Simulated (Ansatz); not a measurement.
**A computed series for HfN: response to strain**

Consider HfN in the rock salt structure (space group Fm-3m, No. 225; relaxed with 0.1 eV smearing).

```
CELL_PARAMETERS angstrom
      0.00000     2.26285     2.26285
      2.26285     0.00000     2.26285
      2.26285     2.26285     0.00000
ATOMIC_POSITIONS crystal
  Hf 0.00000 0.00000 0.00000
  N  0.50000 0.50000 0.50000
```

Cartesian axes are those of the cell as printed.

Strains are applied to the cell and any free atomic positions relax; under biaxial strain the out-of-plane vector relaxes too.

Computed with Ansatz (a quantum-chemistry and plane-wave program) r2SCAN, spin-orbit coupling left out.

Notes on the quantities. energy relative to the base: free energy F.

```csv
"biaxial strain, plane normal [001], relaxed out of plane (%)",energy relative to the base (meV/atom)
0,0.0
0.5,1.2
1,?
1.5,10.5
2,18.2
2.5,27.9
3,39.5
```

Task: Fit ΔE = Aε² + Bε³ (ε in %) to the rows shown and predict the withheld row.

Result: Least squares on the printed values gives A = 4.89 and B = -0.17 meV/atom (largest residual 0.1 meV/atom); this predicts 4.7 meV/atom, and the run gives 4.7 meV/atom, in agreement.

Stability against distortions was not tested. The final runs are not spin-polarised. An odd electron count without spin: HfN.
